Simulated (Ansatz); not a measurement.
## SiC: energy against strain

SiC (wurtzite, P6_3mc, 10.340 Å³/atom at rest, c along z) under an equal strain ε in the (0001) plane with the normal axis free, as in a coherent film. PBEsol in Ansatz, a plane-wave DFT program (PAW, default set), 420 eV, 12×12×7 Γ-centred mesh, Fermi-Dirac smearing 0.05 eV; ions are relaxed within the symmetry of each cell.

Here s stands for strain and y for E less E0.

```
strain (%)  E less E0 (meV/atom)
----------  --------------------
-3.00                          ?
-1.20                       5.75
-0.60                       1.42
0.00                        0.00
0.60                        1.39
1.20                        5.46
```

The 5 complete rows are fitted with a parabola, y against s. Least squares gives y = 0.003 - 0.1017·s + 3.8909·s². Residuals (row less fit): 0.022, -0.045, -0.003, 0.047, -0.024; standard error 0.051 (degrees of freedom: 2). Twice the quadratic coefficient over the volume, 2 × 3.8909 meV × 10⁴ × 0.1602 / 10.340 Å³, is twice the biaxial elastic modulus of this plane = 1206 ± 12 GPa.

Predict the withheld y at s = -3.00 from the fit, and compare with the calculation.

y = 0.003 - 0.1017 × (-3.0) + 3.8909 × (-3.0)² = 35.326 meV/atom. The calculation gives 37.28 meV/atom, 1.954 meV/atom above the prediction (5.2 % of the range of y in the table). The row lies outside the fitted rows, so this is an extrapolation. From the scatter of the fitted rows alone, a prediction at this place has a standard error of 0.332 meV/atom, so the miss is 5.9 times that.

One order more, fitted to all 11 runs of the series, follows each within 0.01, so the miss is the next term of a smooth law. SiC is here the rare 2H polytype. Rows are the converged runs of the series near zero and its far end; series whose fitted rows scatter by over a few per cent of the range, as at a crossing or softening among them, aren't shown in this form. Most that stay on the fit to the last digits aren't either.
